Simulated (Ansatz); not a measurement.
Results of LDA in Ansatz (plane waves, PAW) for BaTiHO2 (model structure, from the SrVHO2 type, P4/mmm, No. 123).

Input file:

Ansatz 0.2 input:
```yaml
crystal:
  lattice:
    - [3.9942518312, 0.0, 0.0]
    - [0.0, 3.9942518312, 0.0]
    - [0.0, 0.0, 3.9130503376]
  atoms:
    - { symbol: Ba, position: [0.5, 0.5, 0.5], spin: 0.0 }
    - { symbol: Ti, position: [0.0, 0.0, 0.0], spin: 1.0 }
    - { symbol: O, position: [0.5, 0.0, 0.0], spin: 0.0 }
    - { symbol: O, position: [0.0, 0.5, 0.0], spin: 0.0 }
    - { symbol: H, position: [0.0, 0.0, 0.5], spin: 0.0 }
basis:
  ecutwfc: 520
  ecutrho_ratio: 4
  xc_grid: 2
kpoints:
  mp_grid: { grid: [14, 14, 14] }
hamiltonian:
  xc: lda
  dispersion: none
  pseudopotentials: { kind: paw }
scf:
  occupations: { method: fermi_dirac, width: 0.05 }
  convergence: { dr2_threshold: 0.0000000005 }
output:
  forces: true
  stress: true
  eigenvalues: true
magnetization:
  spin_polarized: true
```

Task: How many irreducible k-points, plane waves at Γ does the program set up, and what pressure does the run end with?

Result: 288 irreducible k-points, 1719 plane waves at Γ; P = -4.22 GPa, so the cell is stretched and would shrink at this level.

From the output:

```
Crystal: 5 atoms, lattice volume = 62.429 Å³
Basis set: ecut = 520 eV, 1719 PW (Γ), exchange–correlation on 60×60×60 points (8 copies of the dense FFT grid, shifted against one another)
Bands: 23, of which v1, the nominal top of the filled ones, is band 18 counted from 1 (17 counted from 0)
Symmetry: 16 space group operations
Space group: P4/mmm (ITA 123), of the structure as read, at distance tolerance 4.0e-5 Å
k-points: 288 of 2744
Initial density: superposition of atomic densities (chi_scale 0.1, normalization cell, long waves kept (reshape's long-wave potential 0.00 eV rms))
Functional: x = slater, c = lda
spin=Collinear: Kerker preconditioning applied to the charge; magnetization (m = ρ↑ − ρ↓) channel mixes plain (no charge-response kernel on spin).
SCF 1 converged in 14 iterations: F = -9362.771615 eV  dr2 = 2.50e-11
SCF converged after 14 iterations
Magnetization: -0.0000 μB (17.5000 up, 17.5000 down)
Free energy (F): -9362.771615 eV
Internal energy: -9362.750694 eV  (E = F + TS)
E sigma→0 (E₀):  -9362.761154 eV
Fermi energy:    12.328713 eV
--- Forces (eV/Å), atoms counted from 1 ---
  atom   1  Ba    -0.00000000    -0.00000000     0.00000000
  atom   2  Ti     0.00000000     0.00000000     0.00000000
  atom   3  O      0.00000000     0.00000000     0.00000000
  atom   4  O      0.00000000     0.00000000     0.00000000
  atom   5  H     -0.00000000    -0.00000000     0.00000000
--- Stress (GPa, compression-positive) ---
       -4.548703       0.000000       0.000000
        0.000000      -4.548703       0.000000
        0.000000       0.000000      -3.553043
  P = ⅓ Tr σ = -4.2168 GPa (-42.168 kbar)
```

The PAW data were made under PBE.

The run is spin-polarised with parallel starting moments, which need not be the measured order.

Note: the starting moments vanished in the run, and other orders were not tried. Note: the cell keeps the symmetry of its start, so it can be a saddle point. Note: cell and atoms aren't relaxed at this level (pressure -4.2 GPa). Note: functionals without U or exact exchange can leave correlated insulators metallic, so the missing gap need not be real.

It cost about 90 core-seconds (a rough figure) of CPU time.

A model structure was made by putting elements into a prototype or built by hand; it is no filed structure, need not be a known phase, and can be a saddle point held by its symmetry.

Ansatz is a first-principles code.
